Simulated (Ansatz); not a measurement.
A self-consistent single point of SrYSi4N7 (P1, 26 atoms in the cell) with Ansatz (a first-principles code).

Method of the run: LDA (PW92), default PAW files made with PBE (plane waves; Ansatz).

The change in words: lattice scaled by 1.03. Reference geometry:
```xyz
26
Lattice="5.9970 0.0000 0.0000 -2.9985 5.1936 0.0000 0.0000 0.0000 9.6590" Properties=species:S:1:pos:R:3 pbc="T T T"
N     -1.3571     2.6730     0.9537
N      2.9875     0.1506     5.7740
N      1.3787     2.6570     0.9267
N      4.4037     2.5306     5.7906
N      0.0284     5.0627     0.9261
N      1.6082     2.5129     5.7711
N      0.0206    -0.0074     1.1908
N      0.0123     0.0216     6.0069
N      2.9728     3.6326     3.5821
N     -1.6366     4.4520     8.4397
N      1.3430     0.7640     3.6031
N     -0.0037     1.5741     8.4280
N      4.6030     0.7695     3.6036
N      1.6398     4.4127     8.4187
Si    -0.0146     1.7923     0.4610
Si     4.4374     0.8810     5.2991
Si     1.4522     4.2725     0.4585
Si     2.9748     3.3845     5.2853
Si    -1.4364     4.3022     0.4606
Si     1.5858     0.8822     5.2788
Y     -0.0177     3.4483     7.1019
Y      3.0097     1.7277     2.3108
Sr     0.0206     3.4935     3.5734
Sr     2.9838     1.7476     8.3806
Si     0.0046    -0.0502     2.9939
Si    -0.0173     0.0414     7.8522
```

Reference input (self-consistent single point, DFT, LDA (PW92), plane waves, default PAW files made with PBE): basis.ecutwfc = 30.9 Ry; kpoints.mp_grid.grid = 4 4 2; hamiltonian.xc = lda; hamiltonian.pseudopotentials = {kind: paw} (the program's default PAW files); scf.occupations.method = methfessel_paxton; scf.occupations.width = 0.0073 Ry. This run's input differs from it in these lines:

```diff
@@ -2,5 +2,5 @@
   lattice:
-    - [5.99700000, 0.00000000, 0.00000000]
-    - [-2.99850000, 5.19355400, 0.00000000]
-    - [0.00000000, 0.00000000, 9.65900000]
+    - [6.17691000, 0.00000000, 0.00000000]
+    - [-3.08845500, 5.34936100, 0.00000000]
+    - [0.00000000, 0.00000000, 9.94877000]
   atoms:
```

Output (repeated stretches shortened):

```
SCF iter   1: F=—  HF=-24519.040033 eV  |F-HF|=—  |Δ(HF+E_count)|=         —  Δρ=1.13e-2  dr2=4.90e-1  ethr=1.77e-3  ⟨swp⟩=11.1  Hψ=11639  notcnv=0  defer=11
all-band conjugate gradients solve this SCF's bands
preconditioner: auto → Resta (q_TF=auto, 2.378 Å⁻¹)
SCF iter   2: F=—  HF=-24518.911058 eV  |F-HF|=—  |Δ(HF+E_count)|=   1.29e-1  S|Δr|=    0.00e0  Δρ=3.71e-3  dr2=2.90e-2  ethr=3.40e-4  ⟨swp⟩=2.0  Hψ=3145  notcnv=0  defer=280
   [... lines left out ...]
SCF iter   6: F=—  HF=-24518.900268 eV  |F-HF|=—  |Δ(HF+E_count)|=   1.59e-5  S|Δr|=    0.00e0  Δρ=5.10e-5  dr2=1.06e-5  ethr=7.28e-8  ⟨swp⟩=2.0  Hψ=2289  notcnv=0  defer=280
SCF iter   7: F=—  HF=-24518.900542 eV  |F-HF|=—  |Δ(HF+E_count)|=   2.73e-4  S|Δr|=    0.00e0  Δρ=1.54e-5  dr2=9.35e-7  ethr=7.38e-9  ⟨swp⟩=2.0  Hψ=2579  notcnv=0  defer=320
SCF iter   8: F=-24518.900541 eV  HF=-24518.900541 eV  |F-HF|=2.36e-8  |Δ(HF+E_count)|=   2.17e-7  S|Δr|=    0.00e0  Δρ=3.27e-6  dr2=3.89e-8  ethr=6.94e-11  ⟨swp⟩=11.4  Hψ=11509  notcnv=0
SCF 1 converged in 8 iterations: F = -24518.900541 eV  dr2 = 3.89e-8
Stability not checked (fill_not_monotonic)
Free energy (F): -24518.900541 eV
Internal energy: -24518.900541 eV  (E = F + TS)
E sigma→0 (E₀):  -24518.900541 eV
Fermi energy:    9.775481 eV
--- Forces (eV/Å), atoms counted from 1 ---
  atom   1  N     -0.46015047     0.11789611     0.06145521
  atom   2  N      0.59513346    -0.46992998     0.22525135
  atom   3  N      0.14555380    -0.25992252     0.09751518
  atom   4  N     -0.84499167    -0.04718590    -0.52856898
  atom   5  N     -0.30773749    -0.01576938     0.18815616
   [... 17 lines left out ...]
   [... lines left out ...]
  atom  26  Si     0.41927888    -1.19325913     0.31281863
--- Stress (GPa, compression-positive) ---
      -15.829293       0.180485       0.036806
        0.180485     -14.599042       0.014284
        0.036806       0.014284     -14.917377
  P = ⅓ Tr σ = -15.1152 GPa (-151.152 kbar)
  The stress holds the Pulay correction. Without it, at fixed plane waves, as pw.x and ABINIT print it: P = -15.6125 GPa
```

The run converged in 8 iterations. Against the reference run the free energy rises by 53.1 meV/atom, the pressure goes from 0.49 to -15.12 GPa, the largest force goes from 2.681 to 2.275 eV/Å and the gap on the mesh goes from 2.845 to 2.186 eV.

The starting cell comes from a database of published, mostly measured structures (it also holds non-ambient and calculated ones), without a prior relaxation at this level. Its atoms were displaced at random from the sites of space group no. 186. For this run, on top of that: lattice scaled by 1.03. Forces in this geometry exceed 1 eV/Å. Ansatz's pressure includes its estimate of the finite-basis (Pulay) stress.

Keys are those of Ansatz 0.2.
